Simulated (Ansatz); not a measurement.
We consider 1T (CdI2-type) PtTe2, described by PBE0 (Ansatz, a first-principles code, plane waves, PAW).

Numerical settings: plane-wave cutoff 460 eV, 9×9×6 k mesh (along the axes of the cell as run), Fermi–Dirac smearing 0.05 eV, scalar-relativistic PAW data made under PBE.

Computed at the level's own relaxed cell.

Question: Estimate the lattice constant a and lattice parameter c that the calculation returns.

Answer: 
- lattice constant a: 4.030 Å
- lattice parameter c: 5.464 Å

Measured, for comparison: lattice constant a 4.026 Å, lattice parameter c 5.221 Å (temperature not stated, no zero-point or thermal correction; as tabulated in Pelayo et al. (2023), arXiv:2312.15371). Computed (rounded) less measured: lattice constant a +0.1 %, lattice parameter c +4.7 %.

Note: the cell comes from a level without a dispersion term, which matters for the spacing of layers, chains or molecules.

Spin–orbit coupling is not included.
